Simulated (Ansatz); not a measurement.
Start from Os in the hcp (Mg type) structure (space group P6_3/mmc, No. 194; a = 2.738 Å, c = 4.316 Å). Axes: x lies along a and z along c of the hexagonal cell.

Calculations: r2SCAN (Ansatz, a program for electronic structure, PAW, no spin-orbit coupling).

Before the change:

The band gap comes out as zero and the shortest interatomic distance is 2.675 Å.

It is then changed as follows: a free-standing slab of 6 layers (6 atoms, 1 a layer) is cut normal to the z axis, with 15 Å of vacuum and the in-plane cell held at bulk.

Problem. Estimate the effect on the change of the spacing d23 from its bulk value of 2.158 Å, band gap, shortest interatomic distance, excess energy per area of both faces and change of the spacing d12 from its bulk value of 2.158 Å.

Solution. The change of the spacing d23 from its bulk value of 2.158 Å amounts to -0.3 %; the band gap remains zero; the shortest interatomic distance drops by 0.070 Å (2.675 Å → 2.605 Å); the excess energy per area of both faces (slab less bulk energy over the cell's area: twice a surface energy) comes out as 6.4 J/m² (uncertain by up to 0.1 J/m²); the change of the spacing d12 from its bulk value of 2.158 Å is -4.0 %.

Slab and bulk use different k-meshes, which limits the precision of the excess energy. No phonon test of stability was made. The final runs are not spin-polarised.
